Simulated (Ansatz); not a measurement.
# Several settings converged on a (001) slab of BaTiO3 (cut from a parent of space group no. 99; 10 atoms in the cell)

```xyz
10
Lattice="3.9701 0.0000 0.0000 0.0000 3.9701 0.0000 0.0000 0.0000 20.0820" Properties=species:S:1:pos:R:3 pbc="T T T"
Ba     0.0000     0.0000     9.0622
Ti     1.9850     1.9850     7.1045
O      1.9850     1.9850     8.9697
O      0.0000     1.9850     7.0000
O      1.9850     0.0000     7.0000
Ba     0.0000     0.0000    13.0820
Ti     1.9850     1.9850    11.1243
O      1.9850     1.9850    12.9895
O      0.0000     1.9850    11.0198
O      1.9850     0.0000    11.0198
```

Base method: PBE (plane waves, PAW; Ansatz, an electronic-structure program).

Base settings: basis.ecutwfc = 30.9 Ry; kpoints.mp_grid.grid = 6 6 1; hamiltonian.xc = pbe; hamiltonian.pseudopotentials = {kind: paw} (the program's default PAW files); scf.occupations.method = fermi_dirac; scf.occupations.width = 0.0015 Ry.

The count of work is k-points × plane waves × bands × iterations; it is no time. Core times come from one kind of shared machine, to one figure; runs under 30 s give none.

**The vacuum**

The mesh stays at the base's, so the ladder's end is converged at best in this setting alone.

Only quantities that move along the ladder and can be compared are tabulated.

| vacuum between outermost atoms (Å) | free energy less the last step's (meV/atom) | largest difference of a force vector from the last step's (eV/Å) | count of work / last |
|---|---|---|---|
| 3.0 | -105.21 | 1.960 | 0.14 |
| 4.0 | -57.65 | 1.328 | 0.18 |
| 5.0 | -36.61 | 0.845 | 0.21 |
| 6.0 | -25.95 | 0.630 | 0.29 |
| 7.0 | -19.71 | 0.501 | 0.27 |
| 8.0 | -15.60 | 0.412 | 0.30 |
| 10.0 | -10.32 | 0.292 | 0.36 |
| 12.0 | -7.15 | 0.213 | 0.41 |
| 14.0 | -5.06 | 0.153 | 0.42 |
| 17.0 | -3.09 | 0.083 | 0.52 |
| 20.0 | -1.87 | 0.051 | 0.63 |
| 25.0 | -0.70 | 0.018 | 0.91 |
| 30.0 | 0.00 | 0.000 | 1.0 |

Smallest vacuum between outermost atoms (Å) that holds the free energy within 1 meV/atom: not settled: the last two steps still differ by 0.70 meV/atom, over half the tolerance, so the ladder does not show it.

Smallest vacuum between outermost atoms (Å) that holds the forces within 0.02 eV/Å: not settled: the last two steps still differ by 0.018 eV/Å, over half the tolerance, so the ladder does not show it.

**The k-point mesh**

Only quantities that move along the ladder and can be compared are tabulated.

| kpoints.mp_grid.grid | free energy less the last step's (meV/atom) | largest difference of a force vector from the last step's (eV/Å) | count of work / last | core time / last (rough) |
|---|---|---|---|---|
| 2 2 1 | 71.22 | 1.550 | 0.058 | – |
| 3 3 1 | 9.67 | 0.270 | 0.073 | – |
| 4 4 1 | 0.29 | 0.170 | 0.10 | – |
| 5 5 1 | 0.17 | 0.042 | 0.10 | – |
| 6 6 1 | -0.48 | 0.052 | 0.12 | – |
| 7 7 1 | -0.17 | 0.028 | 0.14 | – |
| 8 8 1 | -0.13 | 0.025 | 0.20 | – |
| 10 10 1 | 0.04 | 0.039 | 0.28 | 0.3 |
| 11 11 1 | 0.03 | 0.016 | 0.34 | 0.3 |
| 13 13 1 | 0.04 | 0.010 | 0.45 | 0.5 |
| 16 16 1 | 0.01 | 0.002 | 0.73 | 0.7 |
| 18 18 1 | 0.01 | 0.002 | 0.83 | 0.9 |
| 21 21 1 | 0.00 | 0.000 | 1.0 | 1 |

Coarsest kpoints.mp_grid.grid that holds the forces within 0.005 eV/Å of the last step, with all finer ones: 16 16 1; the step before is off by 0.010 eV/Å.

Coarsest kpoints.mp_grid.grid that holds the free energy within 1 meV/atom of the last step, with all finer ones: 4 4 1, at 0.10 of the last step's count of work; the step before is off by 9.7 meV/atom.

**The depth of the slab**

On a (001) slab of BaTiO3 (cut from a parent of space group no. 99; 5 atoms in the cell), and deeper slabs.

Surface energy = (E_slab − N e_bulk)/2A, with e_bulk from the bulk crystal on its finest mesh (405 k-points); errors per atom of slab and bulk, whose meshes differ, grow with N. The bulk cell stands at 5.5 GPa at this level, so the slab is strained in the plane.

The mesh stays at the base's, so the ladder's end is converged at best in this setting alone.

Only quantities that move along the ladder and can be compared are tabulated.

| atoms | unrelaxed surface energy (J/m²) | count of work / last | core time / last (rough) |
|---|---|---|---|
| 5 | 0.816 | 0.021 | – |
| 10 | 0.979 | 0.069 | – |
| 15 | 1.025 | 0.16 | 0.1 |
| 20 | 1.047 | 0.27 | 0.2 |
| 25 | 1.058 | 0.48 | 0.4 |
| 30 | 1.064 | 0.65 | 0.7 |
| 35 | 1.069 | 1.0 | 1 |

Smallest size that holds the unrelaxed surface energy within 0.1 J/m² of the last step, with all finer ones: 10, at 0.069 of the last step's count of work; the step before is off by 0.25 J/m².

On the base run: the starting cell has typed, rounded lattice constants, without a prior relaxation at this level. The slab is cut from that crystal, and its faces are unrelaxed. Its lattice was rescaled by up to half a per cent. Spin polarisation is off, so a magnetic state, if there is one, cannot be reached. The two faces of this cut differ, and no dipole correction was used. In the base run, forces exceed 1 eV/Å.

Left out of this page: 1 run of the series outside the window shown, repeating another row's setting, or not comparable.

Keys are those of Ansatz 0.2.
